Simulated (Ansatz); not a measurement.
GaAs: response to strain

Base system: GaAs in the zinc blende structure (space group F-43m, No. 216).

```
CELL_PARAMETERS angstrom
      0.00000     2.83335     2.83335
      2.83335     0.00000     2.83335
      2.83335     2.83335     0.00000
ATOMIC_POSITIONS crystal
  Ga 0.00000 0.00000 0.00000
  As 0.25000 0.25000 0.25000
```

Cartesian axes are those of the cell as printed.

Strains are applied to the cell and any free atomic positions relax; under biaxial strain the out-of-plane vector relaxes too.

Computed with Ansatz (an electronic-structure program) r2SCAN, scalar-relativistic without spin-orbit coupling.

| biaxial strain, plane normal [001], relaxed out of plane (%) | out-of-plane strain (%) |
|---|---|
| -3 | 2.52 |
| -2.5 | 2.10 |
| -2 | 1.69 |
| -1.5 | 1.27 |
| -1 | 0.85 |
| -0.5 | ? |
| 0 | 0.00 |

### Question
Fit ε⊥ = −νε + γε² (strains in %) to the rows shown and predict the withheld row.

### Answer
Least squares on the printed values gives ν = 0.85 (the biaxial Poisson response) and γ = -0.005 (largest residual 0.00 %); this predicts 0.43 %, and the run gives 0.43 %, in agreement.

Stability against distortions was not tested.
